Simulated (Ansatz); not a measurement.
The reference is InAgTe2 in the chalcopyrite structure (space group I-42d, No. 122; a = 6.354 Å, c = 12.637 Å).

Method: LDA (Ansatz, an electronic-structure program, PAW, without spin-orbit coupling).

Perturbation: the cell is scaled by 1.0300 in all directions; the atoms relax in the strained cell.

### Question
What does the calculation give for the largest internal atomic displacement and energy relative to the base after the change?

### Answer
The largest internal atomic displacement amounts to 0.012 Å; the energy grows by 36 meV/atom.

No phonon test of stability was made. The final runs are not spin-polarised.
